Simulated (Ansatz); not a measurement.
Habitual settings against a tight run: LuBi (Fm-3m, 2 atoms in the cell)

Self-consistent single point.

```xyz
2
Lattice="0.0000 3.1020 3.1020 3.1020 0.0000 3.1020 3.1020 3.1020 0.0000" Properties=species:S:1:pos:R:3 pbc="T T T"
Lu     3.1020     3.1020     3.1020
Bi     0.0000     0.0000     0.0000
```

Level of theory: PBEsol, harder PAW files (source: ansatz) made with PBE (plane waves; Ansatz, an electronic-structure program).

Base settings: basis.ecutwfc = 50 Ry; kpoints.mp_grid.grid = 8 8 8; hamiltonian.xc = pbesol; hamiltonian.pseudopotentials = {kind: paw, source: ansatz}; scf.occupations.method = methfessel_paxton; scf.occupations.width = 0.0073 Ry.

Tight run (finer mesh or higher cutoff; not a proven limit): basis.ecutwfc: 50 Ry → 69.8 Ry; kpoints.mp_grid.grid: 8 8 8 → 11 11 11; scf.convergence.dr2_threshold: default (1e-07 eV) → 1e-09 eV. It gave Fermi level (on the code's own zero) 13.47 eV; pressure -1.94 GPa.

Quick runs, as changes from the base:
- A: the base itself
- B: basis.ecutwfc: 50 Ry → 30.1 Ry; kpoints.mp_grid.grid: 8 8 8 → 6 6 6; scf.occupations.method: methfessel_paxton → fermi_dirac; scf.occupations.width: 0.0073 Ry → 0.02 Ry
- C: basis.ecutwfc: 50 Ry → 34.9 Ry; scf.occupations.method: methfessel_paxton → fermi_dirac; scf.occupations.width: 0.0073 Ry → 0.0367 Ry

Energies are extrapolated to zero smearing width, which holds to low order in the width alone.

The count of work is k-points × plane waves × bands × iterations; it is no time. 

Pressures in the table are Ansatz's without its Pulay estimate, at a fixed set of plane waves; the tight run's value above holds the estimate.

The starting cell comes from a database of computed structures (which also holds hypothetical and non-ambient phases and stackings), without a prior relaxation at this level.

```
run  energy less tight (meV/atom)  pressure less tight (GPa)  count of work / tight
---  ----------------------------  -------------------------  ---------------------
A                             3.3                       0.06                   0.32
B                          1198.8                     -55.43                  0.088
C                           189.3                      -7.53                   0.21
```

Among the runs at the tight run's level, the energy misses run from 3.3 to 1198.8 meV/atom.

Left out of this page: 2 runs of the series unsound by tests on forces, stress, charge or solver warnings; 1 run of the series with a known weakness of the program.

Keys are those of Ansatz 0.2.
